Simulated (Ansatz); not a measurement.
# Hypothetical P-3m1 Be3As2, response to strain

Base system: Be₃As₂ (space group P-3m1, No. 164; a = 3.630 Å, c = 6.010 Å; a hypothetical phase, not in the database extracts checked). Axes: x lies along a and z along c of the hexagonal cell.

Strains are applied to the cell and any free atomic positions relax; under biaxial strain the out-of-plane vector relaxes too.

Method: Kohn–Sham DFT with the PBE functional, run in Ansatz (an electronic-structure program) with PAW and 420 eV plane waves, without spin-orbit coupling.

Notes on the quantities. pressure: mean of the normal stresses, compression positive.

```tsv
change	pressure	shortest interatomic distance
base	0.0 GPa	2.265 Å
biaxial strain −1.44 %, plane normal [001], relaxed out of plane	2.2 GPa	2.260 Å
biaxial strain +0.97 %, plane normal [001], relaxed out of plane	-1.3 GPa	2.267 Å
biaxial strain +3.37 %, plane normal [001], relaxed out of plane	-4.2 GPa	2.273 Å
uniaxial strain ε_zz = −3.23 %	3.4 GPa	2.225 Å
```

Without a gap, meshes like the base's 15×15×8 leave anisotropic stresses uncertain by several tenths of a GPa, and small strain energies with them. Whether these cells are dynamically stable was not tested. All final runs are without spin polarisation.
